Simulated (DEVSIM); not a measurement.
Device: abrupt GaAs p-n junction, at 250 K.

Layer 1 from the left is GaAs, thickness (μm) 0.630, Na (cm⁻³) 7.6e17, τn (s) 5.4e-8, τp (s) 5.4e-8. Layer 2 from the left is GaAs, thickness (μm) 0.620, Nd (cm⁻³) 4.7e14, τn (s) 5.4e-8, τp (s) 5.4e-8.

Left contact: ohmic. Right contact: ohmic. Voltage is applied to the left contact. Recombination: SRH at mid-gap, radiative. Mobility is μmin + (μ − μmin)/(1 + (N/Nref)^α).

This is a model device: material constants are rounded textbook-type values typed into the input, and sizes, dopings and lifetimes were drawn at random. Values at 300 K; Nc and Nv go as T^1.5, mobilities as T to minus their exponent, the gap by Varshni's rule with the affinity fixed.

GaAs: gap (eV) 1.424, affinity (eV) 4.07, permittivity 12.9, Nc (cm⁻³) 4.7e17, Nv (cm⁻³) 9e18, μn (cm²/Vs) 8500, μp (cm²/Vs) 400, μn,min 500, μp,min 20, Nref,n 6e16, Nref,p 1.5e17, αn 0.39, αp 0.38, T exponent of μn 2.1, T exponent of μp 2.2, B (cm³/s) 2e-10, Varshni α (eV/K) 0.000541, Varshni β (K) 204.

Model (solved in DEVSIM): 1D drift-diffusion, Boltzmann statistics, complete ionisation; no tunnelling, impact ionisation, image-force lowering or self-heating.

Problem. What does the simulation give for the dark forward voltage at 100 A/cm², the potential step across the device at zero bias?

Solution. dark forward voltage at 100 A/cm² 1.154 V; potential step across the device at zero bias 1.256 V.
